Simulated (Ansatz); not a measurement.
Ansatz (a quantum-chemistry and plane-wave program) run on AlV2C (P6_3/mmc, 8 atoms in the cell): relaxation of cell and atoms.

Level of theory: PBE, PAW files (plane waves; Ansatz).

```
AlV2C
1.0
    2.87489     0.00000     0.00000
   -1.43745     2.48973     0.00000
    0.00000     0.00000    13.04716
Al V C
2 4 2
Cartesian
  0.00000   1.65982   3.26179
  1.43745   0.82991   9.78537
  0.00000   1.65982   7.65059
  1.43745   0.82991   5.39657
  1.43745   0.82991   1.12701
  0.00000   1.65982  11.92015
  0.00000   0.00000   0.00000
  0.00000   0.00000   6.52358
```

Reference input (self-consistent single point, DFT, PBE, plane waves, PAW files): basis.ecutwfc = 30.9 Ry; kpoints.mp_grid.grid = 11 11 2; hamiltonian.xc = pbe; hamiltonian.pseudopotentials = {kind: paw} (the program's default PAW files); scf.occupations.method = fermi_dirac; scf.occupations.width = 0.0073 Ry. This run's input differs from it in these lines:

```diff
@@ -28,2 +28,4 @@
     width: 0.0073 Ry
+relax:
+  cell: {}
 output:
```

The program printed (abridged):

```
   [... SCF lines of the steps left out ...]
relax step   1: F+E_penalty+E_count = -13230.80853843 eV  Δ(F+E_penalty+E_count) = +0.000e0 eV  max|allowed force component| = 8.247e-2 eV/Å  Δτ_max = 0.0000 Å  P = +4.942 GPa  Ω = 93.388 Å³  (9 SCF iters, dr2 threshold 1.00e-7 eV, accepted)
relax step   2: F+E_penalty+E_count = -13230.84563009 eV  Δ(F+E_penalty+E_count) = -3.709e-2 eV  max|allowed force component| = 1.168e-1 eV/Å  Δτ_max = 0.0208 Å  P = +0.101 GPa  Ω = 96.188 Å³  energy of the carried Pulay correction = -4.462e-3 eV  [...]
   [... lines left out ...]
relax step   6: F+E_penalty+E_count = -13230.85170478 eV  Δ(F+E_penalty+E_count) = +3.965e-5 eV  max|allowed force component| = 1.416e-5 eV/Å  Δτ_max = 0.0001 Å  P = +0.002 GPa  Ω = 96.071 Å³  energy of the carried Pulay correction = -4.581e-5 eV  [...]
relax step   7: F+E_penalty+E_count = -13230.85175673 eV  Δ(F+E_penalty+E_count) = -5.195e-5 eV  max|allowed force component| = 2.677e-5 eV/Å  Δτ_max = 0.0000 Å  P = +0.002 GPa  Ω = 96.071 Å³  stress off target by 3.37e-3 GPa  SCF on the basis [...]
basis re-selected at this cell: Δ(F+E_penalty+E_count) = -5.195e-5 eV, ΔP = +0.000 GPa vs the last step
the relaxation is at rest under the 24 symmetry operations that the run kept from its start: a minimum is not shown …
Stability not checked: this state was not tested for a lower state beside it, because too few of the mixer's solves of this state at the end of the SCF gave a …
Free energy (F): -13230.851757 eV
Internal energy: -13230.708522 eV  (E = F + TS)
   [... lines left out ...]
Fermi energy:    13.703711 eV
  cell:  # Å, volume = 96.0714 Å³
   [... lines left out ...]
    - { symbol: V, position: [0.6666666666666665, 0.3333333333333333, 0.08521337515303747] }
    - { symbol: V, position: [0.3333333333333333, 0.6666666666666667, 0.9147866248469623] }
    - { symbol: C, position: [-1.3534525341211526e-35, -9.266473004780014e-35, -2.908455092560197e-20] }
    - { symbol: C, position: [-6.763336241625371e-35, -6.68797683958995e-35, 0.49999999999999994] }
```

The run converged.  The full log also holds: “iter 5 did not close the SCF: its close was put off for the readings that it lacked (scf_convergence_deferred on its scf_iter line)”. The full log also holds: “iter 5 did not close the SCF: its close was put off for the readings that it lacked (scf_convergence_deferred on its scf_iter line)”.

Summary of the result:
* **Free energy E − TS (on the zero of these files)**: -13230.8518 eV
* **Fermi level (on the code's own zero)**: 13.70 eV
* **Pressure**: 0.00 GPa
* **Final cell**: a = 2.9057 Å, b = 2.9057 Å, c = 13.1390 Å, α = 90.00°, β = 90.00°, γ = 120.00°
* **Final volume per atom**: 12.01 Å³
* **Relaxation steps**: 7

The starting cell comes from a database of computed structures (which also holds hypothetical and non-ambient phases and stackings), without a prior relaxation at this level. Its lattice was rescaled by a random factor within 2.5 % of one. Spin polarisation is off. The relaxation keeps the symmetry of its start, so its end need not be a minimum. Ansatz's pressure includes its estimate of the finite-basis (Pulay) stress.

Cost on one core of a shared machine: roughly 60 s.

Keys are those of Ansatz 0.2.
